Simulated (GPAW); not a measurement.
**A short convergence ladder for LuF3 (P-3m1, 4 atoms in the cell)**

```yaml
crystal:
  lattice:
    - [3.82734, 0.00000, 0.00000]
    - [-1.91367, 3.31457, 0.00000]
    - [0.00000, 0.00000, 4.21981]
  atoms:
    - { symbol: Lu, position: [0.00000, 0.00000, 0.50000] }
    - { symbol: F, position: [0.33333, 0.66667, 0.60999] }
    - { symbol: F, position: [0.66667, 0.33333, 0.39001] }
    - { symbol: F, position: [0.00000, 0.00000, 0.00000] }
```

Base method: LDA (Perdew-Wang 92), LCAO dzp, GPAW PAW datasets LDA (gpaw-data 1.0.1) (GPAW).

Base settings: mode = lcao; h = 0.2 Å; basis = dzp; xc = LDA; kpts = 3 3 3; mesh shift (steps) = 0 0 0; occupations.name = fixed-uniform; convergence.density = 1e-05 e/electron; convergence.energy = 1e-05 eV/electron; symmetry.symmorphic = false.

Core times come from one kind of shared machine, to one figure; runs under 30 s give none.

**The force threshold of a relaxation**

On LuF3 (P3m1, 4 atoms in the cell): one atom moved by 0.15 angstrom.

In this ladder: occupations.name = fermi-dirac; occupations.width = 0 eV; optimizer = BFGS.

The mesh stays at the base's, so the ladder's end is converged at best in this setting alone.

Only quantities that move along the ladder and can be compared are tabulated; the gap is left out on so coarse a mesh.

| fmax | free energy less the last step's (meV/atom) | largest force left (eV/Å) | relaxation steps | core time / last (rough) |
|---|---|---|---|---|
| 0.05 eV/Å | 0.09 | 0.0495 | 18 | 0.7 |
| 0.03 eV/Å | 0.01 | 0.0281 | 19 | 0.8 |
| 0.02 eV/Å | 0.00 | 0.0121 | 20 | 0.8 |
| 0.01 eV/Å | 0.00 | 0.0066 | 21 | 0.9 |
| 0.005 eV/Å | 0.00 | 0.0021 | 22 | 0.8 |
| 0.001 eV/Å | 0.00 | 0.0005 | 27 | 1 |

Coarsest fmax that holds the free energy within 0.05 meV/atom of the last step, with all finer ones: 0.03 eV/Å; the step before is off by 0.09 meV/atom.

Coarsest fmax that holds the largest force left within 0.005 eV/Å of the last step, with all finer ones: 0.005 eV/Å; the step before is off by 0.0061 eV/Å.

On the base run: the starting cell comes from a database of computed structures (which also holds hypothetical and non-ambient phases and stackings), without a prior relaxation at this level. Its lattice was rescaled by up to half a per cent. Values carry the incompleteness of an atom-centred basis.

Left out of this page: 2 runs of the series unsound by tests on forces, stress, charge or solver warnings.
